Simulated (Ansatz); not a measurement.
An Ansatz (a quantum-chemistry and plane-wave program) input (r2SCAN in Ansatz (plane waves to 500 eV, PAW, no spin-orbit coupling)):

Ansatz 0.2 input:
```yaml
crystal:
  lattice:
    - [0, 2.7625136348, 2.7625136348]
    - [2.7625136348, 0, 2.7625136348]
    - [2.7625136348, 2.7625136348, 0]
  atoms:
    - { symbol: Ga, position: [0, 0, 0] }
    - { symbol: As, position: [0.25, 0.25, 0.25] }
basis: { ecutwfc: 500, ecutrho_ratio: 4, xc_grid: 4, fft_grid_basis: typed }
kpoints: { mp_grid: { grid: [10, 10, 10] } }
hamiltonian:
  xc: r2scan
  dispersion: none
  pseudopotentials: { kind: paw }
scf: { occupations: { method: fermi_dirac, width: 0.05 }, convergence: { dr2_threshold: 0.0000000002 } }
relax: { f_tol: 0.005, max_steps: 50 }
output: { forces: true, stress: true }
checkpoint: { write: state.ck, write_every: 1000 }
```

**Question.** Which symmetry and how many k-points will the program report, and about how many plane waves at Γ?

**Answer.** Space group F-43m (ITA 216) with 24 operations, k-points 47 of 1000, and 1067 plane waves at Γ.

**Question.** And the final pressure?

**Answer.** 6.54 GPa (compression positive).

The cells carry an imposed strain or load. Stability against distortions was not tested. The cell was made from GaAs in the zinc blende structure (space group F-43m, No. 216) by this change: isotropic strain −2.50 %.
